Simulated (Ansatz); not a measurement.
The reference is Li2S in the anti-fluorite structure (space group Fm-3m, No. 225; a = 5.655 Å). Axes: x, y, z lie along the cube axes.

Level of theory: PBEsol (Ansatz, a program for electronic structure; PAW; 420 eV plane waves; spin-orbit coupling left out).

Strains are applied to the cell and any free atomic positions relax; under biaxial strain the out-of-plane vector relaxes too.

One change was made to it. Results:

The band gap falls by 0.077 eV, from 3.20 eV to 3.13 eV; the electron mass becomes 0.61 mₑ along k, 0.33 mₑ across (at X) (base: 0.62 mₑ along k, 0.33 mₑ across (at X)).

### Question
Name the change that was made.
(A) biaxial strain −0.50 %, plane normal [001], relaxed out of plane
(B) biaxial strain +0.50 %, plane normal [001], relaxed out of plane
(C) biaxial strain −1.50 %, plane normal [001], relaxed out of plane

### Answer
C, biaxial strain −1.50 %, plane normal [001], relaxed out of plane. For comparison, the band gap in the other runs: biaxial strain −0.50 %, plane normal [001], relaxed out of plane gives 3.18 eV; biaxial strain +0.50 %, plane normal [001], relaxed out of plane gives 3.17 eV.

Effective masses come from finite differences of ±0.01 Å⁻¹. Along k means along the line from Γ to the band edge. Whether these cells are dynamically stable was not tested.
